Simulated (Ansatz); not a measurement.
Base system: CdS in the wurtzite structure (space group P6_3mc, No. 186; a = 4.164 Å, c = 6.767 Å). Axes: x lies along a and z along c of the hexagonal cell.

All numbers come from plane-wave PAW DFT at the r2SCAN level (Ansatz, a first-principles code, 500 eV), spin-orbit coupling left out.

One thing is altered: uniaxial strain ε_xx = −1.52 %, all other strain components held at zero; the atoms relax in the strained cell.

Task: Predict the stress tensor and what it implies for the stiffness.

Result: Stress of the strained cell less that of the base (GPa, compression positive):
```
   1.31    0.00    0.00
   0.00    0.83    0.00
   0.00    0.00    0.69
```

Then −Δσ_ii/ε with ε = -0.0152 gives secant stiffness values (nonlinear terms included at this strain): C11 ≈ 86 GPa, C12 ≈ 54 GPa and C13 ≈ 46 GPa.

Whether these cells are dynamically stable was not tested.
